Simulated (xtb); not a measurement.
xtb 6.7.1, GFN2-xTB: ethylenediamine anion (NCCN), charge -1, multiplicity 2, 12 atoms. The geometry is a generated start, not checked to be a minimum at this level.

| Quantity | Result |
|---|---|
| method | GFN2-xTB |
| --acc | 1 (default) |
| --etemp (K) | 300 (default) |
| detailed input (--input) | none: ANC optimiser, Lindh (1995) Hessian, microcycle=20, maxdispl=1.0, hlow=0.01 (default) |
| basis functions | 24 |
| valence electrons | 27 |

```xyz
12

N      1.8192     0.3288    -0.2468
C      0.5964     0.0555     0.4897
C     -0.5330    -0.2916    -0.4789
N     -1.7471    -0.5902     0.2632
H      2.5751     0.5415     0.3964
H      1.6930     1.1377    -0.8502
H      0.2693     0.8967     1.1262
H      0.7784    -0.8025     1.1404
H     -0.2525    -1.1833    -1.0444
H     -0.6505     0.5386    -1.1990
H     -2.4904    -0.8617    -0.3703
H     -2.0580     0.2306     0.7738
```

Charge -1 and multiplicity 2 are set for this test and not shown to be the ground state. GFN-xTB has no spin term: --uhf 1 sets the occupations alone.

The structure is relaxed from this start with --opt LEVEL for the levels crude, sloppy, loose, lax, normal, tight, vtight, extreme, once each. Up to the end of the extreme run atoms move by at most 0.53 Å along an axis.

**Question.** Choose the cheapest level whose final energy lies within 20 meV of that of extreme.

**Answer.** lax: 35 cycles against 73, ending 2.1 meV above.

```json
[
 {"level": "crude", "cycles": "10", "energy above the extreme run (meV)": "260", "gradient norm (eV/Å)": "0.25"},
 {"level": "sloppy", "cycles": "11", "energy above the extreme run (meV)": "260", "gradient norm (eV/Å)": "0.12"},
 {"level": "loose", "cycles": "12", "energy above the extreme run (meV)": "260", "gradient norm (eV/Å)": "0.18"},
 {"level": "lax", "cycles": "35", "energy above the extreme run (meV)": "2.1", "gradient norm (eV/Å)": "0.067"},
 {"level": "normal", "cycles": "38", "energy above the extreme run (meV)": "1.7", "gradient norm (eV/Å)": "0.020"},
 {"level": "tight", "cycles": "62", "energy above the extreme run (meV)": "0.10", "gradient norm (eV/Å)": "0.019"},
 {"level": "vtight", "cycles": "69", "energy above the extreme run (meV)": "under 0.01", "gradient norm (eV/Å)": "0.0042"},
 {"level": "extreme", "cycles": "73", "energy above the extreme run (meV)": "—", "gradient norm (eV/Å)": "0.0014"}
]
```
